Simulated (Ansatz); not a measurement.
Consider BN in the wurtzite structure (space group P6_3mc, No. 186).

```yaml
crystal:
  lattice:
    - [2.55452, 0.00000, 0.00000]
    - [-1.27726, 2.21228, 0.00000]
    - [0.00000, 0.00000, 4.22456]
  atoms:
    - { symbol: B, position: [0.33333, 0.66667, 0.00019] }
    - { symbol: B, position: [0.66667, 0.33333, 0.50019] }
    - { symbol: N, position: [0.33333, 0.66667, 0.37481] }
    - { symbol: N, position: [0.66667, 0.33333, 0.87481] }
```

Cartesian axes are those of the cell as printed.

The values are results of plane-wave PAW DFT at the PBE level (Ansatz, an electronic-structure program, 420 eV), no spin-orbit coupling, not measurements.

Modification: the cell is compressed by 1.20 % along z with no lateral relaxation; the atoms relax in the strained cell.

Task: Predict the stress tensor and what it implies for the stiffness.

Result: Stress of the strained cell less that of the base (GPa, compression positive):
```
   0.74    0.00    0.00
   0.00    0.74    0.00
   0.00    0.00   12.63
```

Then −Δσ_ii/ε with ε = -0.0120 gives relaxed-ion elastic constants: C33 ≈ 1050 GPa, C13 ≈ 61 GPa and C23 ≈ 61 GPa.

Stability against distortions was not tested.
